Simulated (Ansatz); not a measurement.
```xyz
2
Lattice="0.0000 3.2788 3.2788 3.3054 0.0000 3.2788 3.3054 3.2788 0.0000" Properties=species:S:1:pos:R:3 pbc="T T T"
Te     4.9580     4.9182     4.9182
Cd     0.0000     0.0000     0.0000
```

No spin polarisation.

Method: r2SCAN (Ansatz, a quantum-chemistry and plane-wave program; PAW; 500 eV plane waves; spin-orbit coupling left out). k-mesh 9×9×9 (Γ-centred); smearing 0.05 eV (Fermi–Dirac).

Q: Estimate the valence-band top at Γ (three highest levels, from the VBM).

A: 0.00, 0.00, -0.03 eV.

Q: What pressure (mean of the normal stresses, compression positive) does the calculation give?

A: -3.2 kbar.

Q: Estimate the gap character.

A: Direct at Γ.

Q: Estimate the band gap.

A: 1.13 eV.

With Te present, leaving out spin-orbit coupling can change the band edges. The cells carry an imposed strain or load. Whether these cells are dynamically stable was not tested. The cell was made from CdTe in the zinc blende structure (space group F-43m, No. 216) by this change: uniaxial strain ε_xx = +0.81 %.
